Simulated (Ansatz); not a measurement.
The parent structure is Rb in the bcc (W type) structure (space group Im-3m, No. 229).

```xyz
1
Lattice="-2.8355 2.8355 2.8355 2.8355 -2.8355 2.8355 2.8355 2.8355 -2.8355" Properties=species:S:1:pos:R:3 pbc="T T T"
Rb     0.0000     0.0000     0.0000
```

Calculations: PBE (Ansatz, a quantum-chemistry and plane-wave program; PAW; 420 eV plane waves; no spin-orbit coupling), earlier PAW set.

For the base:

| Item | Value |
|---|---|
| Lattice parameter a | 5.671 Å |

Now apply this change: Na takes the place of Rb on all its sites, then cell and atoms are relaxed.

Question: What does the calculation give for the lattice parameter a after the change?

Answer: The lattice parameter a decreases by 1.474 Å (5.671 Å → 4.197 Å).

Stability against distortions was not tested. The final runs are not spin-polarised.
